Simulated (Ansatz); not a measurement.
Start from AlRu in the CsCl type structure (space group Pm-3m, No. 221; a = 2.9770 Å; relaxed with 0.1 eV smearing).

The values are results of PBEsol/PAW in Ansatz (an electronic-structure program), no spin-orbit coupling, not measurements.

Strains are applied to the cell and any free atomic positions relax.

One change was made to it. Results:

The energy increases by 30 meV/atom; the pressure goes from zero to -11.4 GPa.

Q: Name the change that was made.
A) isotropic strain −2.00 %
B) isotropic strain +0.50 %
C) isotropic strain +1.00 %
D) isotropic strain +2.00 %
E) isotropic strain +2.50 %

A: D, isotropic strain +2.00 %. For comparison, the energy relative to the base in the other runs: isotropic strain −2.00 % gives +35 meV/atom; isotropic strain +1.00 % gives +7.8 meV/atom; isotropic strain +2.50 % gives +47 meV/atom; isotropic strain +0.50 % gives +2.0 meV/atom.

Stability against distortions was not tested. All final runs are without spin polarisation.
